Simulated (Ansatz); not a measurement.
ZnS (model structure, started from the GeS type, Pnma, No. 62, 8 atoms in the cell), treated with r²SCAN (plane waves, PAW; Ansatz, a first-principles code).

Settings: plane-wave cutoff 560 eV, 6×16×14 k mesh (along the axes of the cell as run), Fermi–Dirac smearing 0.05 eV, scalar-relativistic PAW data made under PBE.

Cell (relaxed at this level):

```cif
data_S4Zn4
_chemical_formula_sum 'Zn4 S4'
_space_group_name_H-M_alt 'Pnma'
_space_group_IT_number 62
_space_group_name_Hall '-P 2ac 2n'
_cell_length_a 6.49159
_cell_length_b 3.93127
_cell_length_c 6.66090
_cell_angle_alpha 90.000
_cell_angle_beta 90.000
_cell_angle_gamma 90.000
loop_
_atom_site_label
_atom_site_type_symbol
_atom_site_symmetry_multiplicity
_atom_site_Wyckoff_symbol
_atom_site_fract_x
_atom_site_fract_y
_atom_site_fract_z
_atom_site_occupancy
Zn1 Zn 4 c 0.15539 0.25000 0.39615 1
S1 S 4 c 0.28330 0.25000 0.07633 1
```

Task: Give the computed band gap and bulk modulus B0.

Result: 
- band gap = 2.87 eV (on the SCF k mesh)
- bulk modulus B0 = 18.6 GPa

Note: the bulk modulus is −V dP/dV from two relaxed cells at ±2 % in volume; the relaxation could raise the start's symmetry but not lower it, so the cell can be a saddle point.

The computed numbers hold no vibrational or temperature effects.

The result took about 3 core-hours (a rough figure).

A model structure was made by putting elements into a prototype or built by hand; it is no filed structure, need not be a known phase, and can be a saddle point held by its symmetry.
